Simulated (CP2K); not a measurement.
A self-consistent single point of Ba2RuN2 (I4/mmm, 5 atoms in the cell) with CP2K.

Computed with CP2K with LDA (Pade form), GPW, DZVP-MOLOPT-SR-GTH basis, GTH-PADE potentials (GTH_POTENTIALS).

```yaml
crystal:
  lattice:
    - [7.24511, 0.00000, 0.00000]
    - [4.81079, 5.41737, 0.00000]
    - [-6.02795, -2.70868, 2.96959]
  atoms:
    - { symbol: Ba, position: [0.13901, 0.13901, 0.00000] }
    - { symbol: Ba, position: [0.86099, 0.86099, 0.00000] }
    - { symbol: Ru, position: [0.50000, 0.50000, 0.00000] }
    - { symbol: N, position: [0.63796, 0.63796, 0.00000] }
    - { symbol: N, position: [0.36204, 0.36204, 0.00000] }
```

Reference input (self-consistent single point, DFT LDA (Pade form), GPW, DZVP-MOLOPT-SR-GTH basis, GTH-PADE potentials (GTH_POTENTIALS)): CUTOFF = 500 Ry; REL_CUTOFF = 60 Ry; SMEAR/METHOD = FERMI_DIRAC; ELECTRONIC_TEMPERATURE = 580.23 K; KPOINTS/SCHEME = MONKHORST-PACK 6 6 6; GAMMA_CENTERED = T; XC_FUNCTIONAL = PADE; Ba/BASIS_SET = DZVP-MOLOPT-SR-GTH-q10; Ba/POTENTIAL = GTH-PADE-q10; Ru/BASIS_SET = DZVP-MOLOPT-SR-GTH-q16; Ru/POTENTIAL = GTH-PADE-q16; N/BASIS_SET = DZVP-MOLOPT-SR-GTH-q5. This run's input differs from it in these lines:

```diff
@@ -40,3 +40,3 @@
     &KPOINTS
-      SCHEME MONKHORST-PACK 6 6 6
+      SCHEME MONKHORST-PACK 8 8 8
       GAMMA_CENTERED T
```

The program printed (abridged):

```
 SCF WAVEFUNCTION OPTIMIZATION

  Step     Update method      Time    Convergence         Total energy    Change
     1 NoMix/Diag. 0.40E+00      -     1.64032738      -166.5154692446 -1.67E+02
     2 Broy./Diag. 0.40E+00      -     0.62844451      -167.0289187547 -5.13E-01
     3 Broy./Diag. 0.40E+00      -     0.23003239      -164.4209169473  2.61E+00
     4 Broy./Diag. 0.40E+00      -     0.04975233      -165.8152635653 -1.39E+00
     5 Broy./Diag. 0.40E+00      -     0.02742418      -165.9469739835 -1.32E-01
     6 Broy./Diag. 0.40E+00      -     0.02187433      -165.7525892341  1.94E-01
   [... 6 lines left out ...]
    13 Broy./Diag. 0.40E+00      -     0.00001418      -165.7985136418 -1.66E-04
    14 Broy./Diag. 0.40E+00      -     0.00000216      -165.7983705174  1.43E-04
    15 Broy./Diag. 0.40E+00      -     0.00000105      -165.7983716285 -1.11E-06
    16 Broy./Diag. 0.40E+00      -     0.00000042      -165.7983723676 -7.39E-07
  *** SCF run converged in    16 steps ***

  Overlap energy of the core charge distribution:               0.00000000136440
  Self energy of the core charge distribution:               -321.19943708359443
  Core Hamiltonian energy:                                     73.82745916051961
  Hartree energy:                                             103.83358637700103
  Exchange-correlation energy:                                -22.25981438058618
  Electronic entropic energy:                                  -0.00016644234135
  Fermi energy:                                                 0.29398099551296

  Total energy:                                              -165.79837236763578
  Total energy (extrapolated to T->0):                       -165.79828914646509

                     Mulliken Population Analysis

   [... lines left out ...]

 STRESS| Analytical stress tensor [bar]
 STRESS|                        x                   y                   z
 STRESS|      x       -7.98634873618E+04  -1.67984519631E+04   7.10396001357E-03
 STRESS|      y       -1.67984519631E+04  -5.00278201136E+04  -4.41030971116E-02
 STRESS|      z        7.10396001357E-03  -4.41030971116E-02  -4.24797203436E+04
 STRESS| 1/3 Trace                                            -5.74570092730E+04
```

The run converged in 16 iterations. Against the reference run the free energy drops by 1.1 meV/atom, the pressure hardly changes (-5.73 to -5.75 GPa) and the largest force hardly changes (0.737 to 0.746 eV/Å).

The starting cell comes from a database of computed structures (which also holds hypothetical and non-ambient phases and stackings), without a prior relaxation at this level. Spin polarisation is off. Values carry the incompleteness of an atom-centred basis. With a pressure of about -6 GPa the cell is away from its equilibrium volume at this level.

Cost on one core of a shared machine: roughly 2 min.
